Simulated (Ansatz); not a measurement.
O vacancy in corundum (start: the O site; 120-site cell, 2×2×2 Γ-centred sampling). Method: PBE, PAW (plane waves to 420 eV; Ansatz, a first-principles code). Total energies of the localised charge states, counted from that of charge +2, and their image corrections (point charge with alignment); the host's valence-band maximum lies at 7.358 eV on the cells' energy zero and its gap is 5.85 eV.

| charge | moment (μB) | E − E(first) (eV) | correction (eV) |
|---|---|---|---|
| +2 | not spin-polarised | 0.000 | 0.490 |
| +1 | 1.0 | 10.207 | 0.083 |
| 0 | not spin-polarised | 20.511 | 0.000 |

### Question
Derive the transition levels above the valence-band maximum and say which of them are thermodynamic.

### Answer
A level is the Fermi energy at which two charges have equal formation energy: ε(q/q′) = [E(q′) + corr(q′) − E(q) − corr(q)] / (q − q′) − E_VBM.
ε(+2/+1) = [(10.207 + 0.083) − (0.000 + 0.490)] / 1 − 7.358 = 2.44 eV
ε(+1/0) = [(20.511 + 0.000) − (10.207 + 0.083)] / 1 − 7.358 = 2.86 eV
Thermodynamic levels at least 0.1 eV inside the gap: (+2/+1) at 2.44 eV; (+1/0) at 2.86 eV. They hold to tenths of an eV in this cell. Only the charges listed were compared. At charge −1 the carrier sat in host band states, shallow at most. Flagged in the runs: a host whose relaxation on this sampling wasn't shown to rest.
